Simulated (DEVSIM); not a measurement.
## abrupt GaAs n-p junction

System: abrupt GaAs n-p junction, at 300 K.

```csv
layer (left to right),material,thickness (μm),Nd (cm⁻³),Na (cm⁻³),τn (s),τp (s)
1,GaAs,0.360,7e16,-,2.4e-9,2.4e-9
2,GaAs,0.870,-,6.1e17,2.4e-9,2.4e-9
```

Left contact: ohmic. Right contact: ohmic. Voltage is applied to the left contact. Recombination: SRH at mid-gap. Mobility is μmin + (μ − μmin)/(1 + (N/Nref)^α).

The device is made up for the run: typed textbook-type constants, with dimensions and the other settings drawn at random. Values at 300 K.

```csv
parameter,GaAs
gap (eV),1.424
affinity (eV),4.07
permittivity,12.9
Nc (cm⁻³),4.7e17
Nv (cm⁻³),9e18
μn (cm²/Vs),8500
μp (cm²/Vs),400
"μn,min",500
"μp,min",20
"Nref,n",6e16
"Nref,p",1.5e17
αn,0.39
αp,0.38
```

Simulated with DEVSIM: 1D drift-diffusion, Boltzmann statistics, complete ionisation; no tunnelling, impact ionisation, image-force lowering or self-heating.

```
Item                                                Result
---------------------------------------------  -----------
Potential step across the device at zero bias      1.305 V
Largest field in the device at zero bias       150000 V/cm
Dark forward voltage at 1 A/cm²                    1.036 V
Dark forward voltage at 100 A/cm²                  1.159 V
```

Small-signal capacitance in reverse bias (quasi-static):

| V (V) | C (nF/cm²) |
|---|---|
| 0.2 | 62.9 |
| 0.5 | 57.2 |
| 1 | 50.5 |
| 1.5 | 45.7 |
| 2 | 42.0 |

Dark forward current:

```
V (V)  J (A/cm²)
-----  ---------
-0.05   -1.1e-10
-0.10   -3.7e-10
-0.20    -2.9e-9
-0.25    -7.9e-9
-0.30    -2.2e-8
-0.35    -5.8e-8
-0.45    -4.3e-7
-0.50    -1.2e-6
-0.55    -3.2e-6
-0.60    -8.8e-6
-0.70    -6.9e-5
-0.75   -0.00020
-0.80   -0.00063
-0.85    -0.0022
-0.95     -0.046
-1.00      -0.26
-1.05       -1.7
-1.10        -11
-1.20       -440
-1.25      -2200
```
